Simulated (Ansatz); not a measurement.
LiBH4 (Ama2, No. 40, 12 atoms in the cell; start mp-1095543), treated with r²SCAN (PAW; Ansatz, a quantum-chemistry and plane-wave program).

Numerical settings: plane-wave cutoff 500 eV, 6×10×10 k mesh (along the axes of the cell as run), Fermi–Dirac smearing 0.05 eV, scalar-relativistic PAW data made under PBE.

Cell (relaxed at this level):

```cif
data_H8B2Li2
_chemical_formula_sum 'Li2 B2 H8'
_space_group_name_H-M_alt 'P 1'
_space_group_IT_number 1
_cell_length_a 6.27489
_cell_length_b 3.99327
_cell_length_c 3.99327
_cell_angle_alpha 90.059
_cell_angle_beta 90.000
_cell_angle_gamma 90.000
loop_
_space_group_symop_operation_xyz
  'x, y, z'
loop_
_atom_site_label
_atom_site_type_symbol
_atom_site_fract_x
_atom_site_fract_y
_atom_site_fract_z
_atom_site_occupancy
Li1 Li 0.50000 0.99028 0.99028 1
Li2 Li 0.00000 0.99028 0.99028 1
B1 B 0.75000 0.51593 0.98737 1
B2 B 0.25000 0.98737 0.51593 1
H1 H 0.59217 0.53412 0.16439 1
H2 H 0.40783 0.16439 0.53412 1
H3 H 0.90783 0.53412 0.16439 1
H4 H 0.09217 0.16439 0.53412 1
H5 H 0.75000 0.73003 0.77080 1
H6 H 0.25000 0.77080 0.73003 1
H7 H 0.75000 0.25524 0.83068 1
H8 H 0.25000 0.83068 0.25524 1
```

Task: Predict the band gap.

Result: 
- band gap: 5.95 eV (on the SCF k mesh)

Note: the relaxation could not lower the start's symmetry, so the cell can be a saddle point above a distorted one.

The computed numbers hold no vibrational or temperature effects.

It cost around 4 core-minutes (rough) of CPU time.

A start named mp-… is a Materials Project structure, which need not be a measured phase.
